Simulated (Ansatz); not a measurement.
A self-consistent single point of MgAl (P-6m2, 2 atoms in the cell) with Ansatz (a quantum-chemistry and plane-wave program).

Method of the run: LDA (PW92), PAW files made with PBE (plane waves; Ansatz).

The change in words: lattice scaled by 0.98. Reference geometry:
```yaml
crystal:
  lattice:
    - [2.99384, 0.00000, 0.00000]
    - [-1.49692, 2.59274, 0.00000]
    - [0.00000, 0.00000, 4.85148]
  atoms:
    - { symbol: Mg, position: [0.00000, 0.00000, 0.50000] }
    - { symbol: Al, position: [0.33333, 0.66667, 0.00000] }
```

Reference input (self-consistent single point, DFT, LDA (PW92), plane waves, PAW files made with PBE): kpoints.mp_grid.grid = 10 10 6; hamiltonian.xc = lda; hamiltonian.pseudopotentials = {kind: paw} (the program's default PAW files); scf.occupations.method = gaussian; scf.occupations.width = 0.1 eV. This run's input differs from it in these lines:

```diff
@@ -3,5 +3,5 @@
   lattice:
-    - [2.99384000, 0.00000000, 0.00000000]
-    - [-1.49692000, 2.59274100, 0.00000000]
-    - [0.00000000, 0.00000000, 4.85148000]
+    - [2.93396300, 0.00000000, 0.00000000]
+    - [-1.46698200, 2.54088600, 0.00000000]
+    - [0.00000000, 0.00000000, 4.75445000]
   atoms:
```

Log, with long lists cut:

```
SCF iter   1: F=—  HF=-2414.460380 eV  |F-HF|=—  |Δ(HF+E_count)|=         —  Δρ=1.75e-2  dr2=1.53e-1  ethr=3.10e-3  ⟨swp⟩=5.2  Hψ=3972  notcnv=0
all-band conjugate gradients solve this SCF's bands
preconditioner: auto → none
SCF iter   2: F=—  HF=-2414.400181 eV  |F-HF|=—  |Δ(HF+E_count)|=   6.02e-2  Δρ=8.08e-3  dr2=3.37e-2  ethr=1.17e-3  ⟨swp⟩=2.1  Hψ=1271  notcnv=0  defer=20
SCF iter   3: F=—  HF=-2414.387672 eV  |F-HF|=—  |Δ(HF+E_count)|=   1.25e-2  Δρ=3.56e-3  dr2=8.75e-3  ethr=2.60e-4  ⟨swp⟩=2.0  Hψ=900  notcnv=0  defer=20
SCF iter   4: F=—  HF=-2414.383967 eV  |F-HF|=—  |Δ(HF+E_count)|=   3.71e-3  Δρ=2.05e-4  dr2=1.42e-5  ethr=6.73e-5  ⟨swp⟩=1.7  Hψ=669  notcnv=0  defer=20
SCF iter   5: F=—  HF=-2414.383960 eV  |F-HF|=—  |Δ(HF+E_count)|=   7.44e-6  Δρ=3.57e-5  dr2=2.67e-7  ethr=1.09e-7  ⟨swp⟩=2.0  Hψ=983  notcnv=0  defer=20
SCF iter   6: F=-2414.383960 eV  HF=-2414.383960 eV  |F-HF|=2.50e-8  |Δ(HF+E_count)|=   7.91e-8  Δρ=9.46e-6  dr2=2.09e-8  ethr=7.69e-10  ⟨swp⟩=7.9  Hψ=3279  notcnv=0
SCF 1 converged in 6 iterations: F = -2414.383960 eV  dr2 = 2.09e-8
Free energy (F): -2414.383960 eV
Internal energy: -2414.380046 eV  (E = F + TS)
E sigma→0 (E₀):  -2414.382003 eV
Entropy (-TS):   -0.003913 eV (-1.957 meV/atom)
Fermi energy:    7.282667 eV
--- Forces (eV/Å), atoms counted from 1 ---
  atom   1  Mg     0.00000000     0.00000000     0.00000000
  atom   2  Al    -0.00000000     0.00000000     0.00000000
--- Stress (GPa, compression-positive) ---
        3.080301       0.000000       0.000000
        0.000000       3.080301       0.000000
        0.000000       0.000000       2.000074
  P = ⅓ Tr σ = 2.7202 GPa (27.202 kbar)
  The stress holds the Pulay correction. Without it, at fixed plane waves, as pw.x and ABINIT print it: P = 2.7054 GPa
```

The run converged in 6 iterations. Against the reference run the free energy rises by 5.5 meV/atom and the pressure goes from -0.94 to 2.72 GPa.

The starting cell comes from a database of computed structures (which also holds hypothetical and non-ambient phases and stackings), without a prior relaxation at this level. For this run, on top of that: lattice scaled by 0.98. Ansatz's pressure includes its estimate of the finite-basis (Pulay) stress.

Keys are those of Ansatz 0.2.
